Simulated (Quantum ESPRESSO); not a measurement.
Quantum ESPRESSO is run on Ga (Cmce, 4 atoms in the cell), and the run fails. The aim is a self-consistent single point with DFT, revPBE, plane waves, GBRV 1.5 ultrasoft (PBE) pseudopotentials.

Cell that was meant: a = 3.0362 Å, b = 3.0362 Å, c = 7.9167 Å, α = 90.00°, β = 90.00°, γ = 99.98°.

Part of the input:

```fortran
/
&SYSTEM
  ibrav = 0
  nat = 5
  ntyp = 1
  ecutwfc = 50
  ecutrho = 250
```

Log, with long lists cut:

```
     This program is part of the open-source Quantum ESPRESSO suite
     for quantum simulation of materials; please cite

 %%%%%%%%%%%%%%%%%%%%%%%%%%%%%%%%%%%%%%%%%%%%%%%%%%%%%%%%%%%%%%%%%%%%%%%%%%%%%%
     Error in routine read_cards (5):
     wrong number of columns in ATOMIC_POSITIONS
 %%%%%%%%%%%%%%%%%%%%%%%%%%%%%%%%%%%%%%%%%%%%%%%%%%%%%%%%%%%%%%%%%%%%%%%%%%%%%%

     stopping ...
```

Question: From the messages shown, name the fault and mend the input.

Answer: The fault is an atom count that does not match the list of atoms; here the program stops on it instead of giving results. To fix it, make the count match the list. The program stopped before any SCF iteration.

An input that runs soundly differs in these lines (not the only fix; some lines may just follow from the change or write a value another way):
```diff
-  nat = 5
+  nat = 4
```

With that input, the run converged in 12 iterations: free energy E − TS -22607.9629 eV; Fermi level (on the code's own zero) 12.07 eV; pressure 4.39 GPa; largest force (vector length) 0.028 eV/Å (DFT, revPBE, plane waves, GBRV 1.5 ultrasoft (PBE) pseudopotentials).

On the sound input: the starting cell comes from a database of computed structures (which also holds hypothetical and non-ambient phases and stackings), without a prior relaxation at this level. With a pressure of about 4 GPa the cell is away from its equilibrium volume at this level.
